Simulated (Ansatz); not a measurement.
GaP with two functionals, isotropic strain +4.13 %

The reference is GaP in the zinc blende structure (space group F-43m, No. 216; a = 5.5064 Å).

(Cell as relaxed with PBE.)

Levels (all Ansatz, a quantum-chemistry and plane-wave program, PAW, earlier PAW set): PBE (420 eV, no spin-orbit coupling); r2SCAN (500 eV, no spin-orbit coupling).

Each level relaxes its own structure.

```tsv
base	PBE	r2SCAN
volume per atom	20.87 Å³	20.25 Å³
lattice parameter a	550.6 pm	545.2 pm
band gap	1.58 eV	1.85 eV
```

Modification: the cell is scaled by 1.0413 in all directions, atoms relaxed at fixed cell.

| quantity | PBE | r2SCAN |
|---|---|---|
| band gap | 0.62 eV | ___ |
| shift of the gap caused by the change | -0.95 eV | ___ |

Task: Predict the r2SCAN column.

Result: 
- band gap, r2SCAN: 1.32 eV
- shift of the gap caused by the change, r2SCAN: -0.53 eV

PBE's band gap lies 0.693 eV below r2SCAN's; PBE's shift of the gap caused by the change lies 0.42 eV below r2SCAN's. Neither level is exact; r2SCAN is the comparison here, not a measurement.

No phonon test of stability was made.
